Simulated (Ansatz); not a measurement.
Consider Sc in the hcp (Mg type) structure (space group P6_3/mmc, No. 194; relaxed with 0.1 eV smearing).

```
Sc
1.0
    3.31794     0.00000     0.00000
   -1.65897     2.87342     0.00000
    0.00000     0.00000     5.18600
Sc
2
Direct
  0.66667   0.33333   0.75000
  0.33333   0.66667   0.25000
```

Cartesian axes are those of the cell as printed.

Method: PBE (Ansatz, a quantum-chemistry and plane-wave program; PAW; 420 eV plane waves; spin-orbit coupling left out).

For the base:

| Quantity | Value |
|---|---|
| Shortest interatomic distance | 6.092 bohr |

Modification: the cell is stretched by 3.00 % along z with no lateral relaxation, atoms relaxed at fixed cell.

Question: What happens to the energy relative to the base?

Answer: The energy grows by 6.5 meV/atom.

Question: What does the calculation give for the stress after the change?

Answer: The stress (xx, yy, zz, yz, xz, xy; compression positive) amounts to (-0.8, -0.8, -2.7, 0.0, 0.0, 0.0) GPa.

Question: Predict the new shortest interatomic distance.

Answer: The shortest interatomic distance goes up by 0.119 bohr (6.092 bohr → 6.211 bohr).

The cells carry an imposed strain or load. Whether these cells are dynamically stable was not tested. The final runs are not spin-polarised.
